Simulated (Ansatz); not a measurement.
# Effect of 1 layer on hypothetical diamond Zr

Start from Zr in the diamond structure (space group Fd-3m, No. 227; a = 6.278 Å; a hypothetical phase, not in the database extracts checked). Axes: x, y, z lie along the cube axes.

Now apply this change: a free-standing slab of 1 layer (2 atoms, 2 a layer) is cut normal to [110], with 15 Å of vacuum and the in-plane cell held at bulk.

The values are results of PBE (Ansatz, a program for electronic structure; PAW; 420 eV plane waves; no spin-orbit coupling), not measurements. Settings: 11×8×1 k-points, 0.05 eV Fermi–Dirac smearing, for the changed cell.

The layer's space group (with vacuum) amounts to Pmma (No. 51) and the shortest interatomic distance shrinks by 0.224 Å, from 2.719 Å to 2.495 Å. The band gap remains zero.

Final structure:

```
CELL_PARAMETERS angstrom
      4.43939     0.00000     0.00000
      0.00000     6.27825     0.00000
      0.00000     0.00000    15.00000
ATOMIC_POSITIONS crystal
  Zr 0.75000 0.03428 0.50000
  Zr 0.25000 0.21572 0.50000
```

Cost of the whole job for the changed cell (relaxation, final SCF and bands): very roughly 120 core-seconds.

No phonon test of stability was made. All final runs are without spin polarisation. Zr has a high density of states at the Fermi level and may be magnetic at this level.
